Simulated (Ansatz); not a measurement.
The structure below was relaxed with PBEsol (Ansatz, a quantum-chemistry and plane-wave program; PAW; 420 eV plane waves; without spin-orbit coupling), earlier PAW set, at pressure 7 GPa.

```
CaF2
1.0
    0.00000     2.64834     2.64834
    2.64834     0.00000     2.64834
    2.64834     2.64834     0.00000
Ca F
1 2
Direct
  0.00000   0.00000   0.00000
  0.25000   0.25000   0.25000
  0.75000   0.75000   0.75000
```

Task: Find the space group and the Wyckoff positions.

Result: Space group Fm-3m (No. 225); a = 5.2967 Å, b = 5.2967 Å, c = 5.2967 Å, α = 90.00°, β = 90.00°, γ = 90.00°

| atom | site | symmetry | x | y | z |
|---|---|---|---|---|---|
| Ca | 4a | m-3m | 0.0000 | 0.0000 | 0.0000 |
| F | 8c | -43m | 0.2500 | 0.2500 | 0.2500 |

Load acts through the strain it causes; cell and atoms are relaxed under it. No phonon test of stability was made. Competing high-pressure phases were not computed. The cell was made from CaF2 in the fluorite structure (space group Fm-3m, No. 225) by this change: pressure 7 GPa.
